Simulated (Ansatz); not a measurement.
Competing hops of interstitial Cu in amorphous Si27O54 (a melt-quenched model of 81 atoms), charge state +1

Defect: interstitial Cu in amorphous Si27O54 (a melt-quenched model of 81 atoms), charge state +1. Computed with PBE, PAW (plane waves to 420 eV; Ansatz, a first-principles code).

Cell of 81 host sites held at the glass model's own volume; the Γ point alone; Fermi-Dirac width 0.01 eV, spin-restricted; finite-size errors left in. No zero-point or tunnelling terms. This is one neighbourhood of one small, fast-quenched model, and the added charge may sit on a native defect of the glass. The charge state is imposed; whether it is stable for some Fermi level was not computed. Sites that were not tried may lie lower.

Barriers: single points on a 2×2×2 k-point mesh shifted by half a step at the bands' geometries.

```
Route                                         Start site over the lowest site run (eV)  Hop (Å)  Forward barrier (eV)  Backward barrier (eV)                       Neighbours at the start                      Neighbours at the saddle  Saddle order  Forward, on the band's own sampling (eV)
--------------------------------------------  ----------------------------------------  -------  --------------------  ---------------------  --------------------------------------------  --------------------------------------------  ------------  ----------------------------------------
several atoms move together, Cu the farthest                                      0.30     4.23                  0.53                   0.83  O at 1.98, O at 2.06, O at 2.51, O at 2.54 Å  O at 2.05, O at 2.29, O at 2.36, O at 2.46 Å   not checked                                      0.53
```

Paths come from climbing-image nudged elastic band runs.
